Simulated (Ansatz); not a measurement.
## Cost against accuracy: kpoints.mp_grid.grid for CsSiI₃ (R3m, 5 atoms in the cell)

```xyz
5
Lattice="4.2262 2.4400 3.6771 -4.2262 2.4400 3.6771 0.0000 -4.8800 3.6771" Properties=species:S:1:pos:R:3 pbc="T T T"
Cs     0.0000     0.0000     0.0111
Si     0.0000     0.0000     5.1038
I      0.0000     2.3057     3.7990
I     -1.9968    -1.1529     3.7990
I      1.9968    -1.1529     3.7990
```

Computed with PBE0, default PAW files made with PBE (plane waves; Ansatz, a program for electronic structure).

Base settings: basis.ecutwfc = 30.9 Ry; kpoints.mp_grid.grid = 3 3 3; hamiltonian.xc = pbe0; hamiltonian.pseudopotentials = {kind: paw} (the program's default PAW files); scf.occupations.method = fixed.

Misses are taken against the tightest run, 4 4 4, which need not be fully converged itself. The energy is the free energy per atom.

Core times come from one kind of shared machine and are given to one figure; runs under 30 s give none.

The starting cell comes from a database of computed structures (which also holds hypothetical and non-ambient phases and stackings), without a prior relaxation at this level. Its lattice was rescaled by a random factor within 2.5 % of one. Ansatz's pressure includes its estimate of the finite-basis (Pulay) stress.

| kpoints.mp_grid.grid | energy less reference (meV/atom) | pressure less reference (GPa) | largest difference in the force on any atom (eV/Å) | core time / reference (rough) |
|---|---|---|---|---|
| 1 1 1 | -361.50 | 0.14 | 1.910 | – |
| 2 2 2 | 83.52 | 0.74 | 0.472 | 0.09 |
| 3 3 3 | -18.52 | -0.23 | 0.164 | 0.2 |
| 4 4 4 | 0.00 | 0.00 | 0.000 | 1 |

The last two settings still differ by 19 meV/atom, so the table cannot show that the reference is converged.

The step from 2 2 2 to 3 3 3: it takes the miss in the energy from 84 to 19 meV/atom, for roughly 2 times the time.

Keys are those of Ansatz 0.2.
